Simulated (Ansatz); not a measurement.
The starting structures come from a database of crystals and need not be the phases stable at ambient conditions.

Tunnelling through a barrier is set by its complex band structure: the current falls as exp(−2κd) with the smallest κ.

Given:

```
CELL_PARAMETERS angstrom
      6.49166     0.00000     0.00000
      0.00000     6.49166     0.00000
      0.00000     0.00000     4.26716
ATOMIC_POSITIONS crystal
  Nb 0.50000 0.00000 0.22248
  Nb 0.00000 0.50000 0.77752
  P  0.50000 0.50000 0.50000
  P  0.00000 0.00000 0.50000
  O  0.50000 0.00000 0.80583
  O  0.00000 0.50000 0.19417
  O  0.97922 0.19371 0.70617
  O  0.30629 0.47922 0.70617
  O  0.02078 0.80629 0.70617
  O  0.69371 0.52078 0.70617
  O  0.52078 0.30629 0.29383
  O  0.19371 0.02078 0.29383
  O  0.47922 0.69371 0.29383
  O  0.80629 0.97922 0.29383
```

Space group of this cell: P4/n. The cell is taken as given; by PBEsol its mean pressure is -6.8 GPa.

Transport runs along the normal of the first two printed cell vectors, the (001) plane of the conventional cell.

The gap is the functional's own, uncorrected, and κ follows it; spin-orbit coupling is left out. Mid-gap values are interpolated between the computed energies.

Q: State the band gap and the smallest decay constant κ at mid-gap according to PBEsol in Ansatz (a program for electronic structure).

A: Gap 3.22 eV on a 6×6×8 mesh; κ = 0.303 1/Å, at the zone centre.
